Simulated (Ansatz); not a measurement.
# TaSnS (model structure, started from the ZrSiS type, P4/nmm, No. 129, 6 atoms in the cell): properties by level of theory

```csv
level (code),lattice constant a (Å),lattice parameter c (Å),bulk modulus B0 (GPa),cohesive energy (eV/atom)
LDA (Ansatz),___,7.594,137,___
PBE (Ansatz),3.883,7.709,113,4.75
PBEsol (Ansatz),3.819,7.637,129,___
r²SCAN (Ansatz),3.868,7.675,___,4.76
```

Problem. Some entries are withheld; supply them.

Solution. 
- LDA (Ansatz, a first-principles code), lattice constant a (Å): 3.786
- LDA (Ansatz), cohesive energy (eV/atom): 5.90
- PBEsol (Ansatz), cohesive energy (eV/atom): 5.36
- r²SCAN (Ansatz), bulk modulus B0 (GPa): 120

Caveats: the bulk modulus is −V dP/dV from two relaxed cells at ±2 % in volume (LDA, PBE, PBEsol, r²SCAN). Ansatz's density-functional and Hartree–Fock values are scalar-relativistic unless marked +SOC, with PAW data made under PBE.

Free atoms are spin-polarised, in the lowest state found; at levels without +SOC their spin–orbit coupling is left out.

Computed values are for the static lattice.

A model structure was made by putting elements into a prototype or built by hand; it is no filed structure, need not be a known phase, and can be a saddle point held by its symmetry.
